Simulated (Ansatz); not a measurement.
Start from WSe2 (space group P6_3/mmc, No. 194; a = 3.279 Å, c = 12.786 Å; layered, stacked along the Cartesian z axis).

Computed with PBE-D3(BJ) in Ansatz (plane waves to 420 eV, PAW, without spin-orbit coupling).

Before the change:

```
Quantity                               Value
---------------------  ---------------------
Pressure                            0.0 kbar
Band gap                             0.87 eV
Valence-band top at Γ  0.00, -0.96, -1.20 eV
```

It is then changed as follows: the cell is scaled by 1.0060 in all directions; the atoms relax in the strained cell.

### Question
Estimate the effect on the largest internal atomic displacement.

### Answer
The largest internal atomic displacement is 0.016 Å.

### Question
Predict the new pressure.

### Answer
The pressure (mean of the normal stresses, compression positive) goes from zero to -11.4 kbar.

### Question
How does this affect the band gap?

### Answer
The band gap grows by 0.03 eV to 0.90 eV.

### Question
Estimate the effect on the valence-band top at Γ.

### Answer
The valence-band top at Γ (three highest levels, from the VBM) becomes 0.00, -0.99, -1.12 eV (base: 0.00, -0.96, -1.20 eV).

With W present, leaving out spin-orbit coupling can change the band edges. Stability against distortions was not tested.

Ansatz is an electronic-structure program.
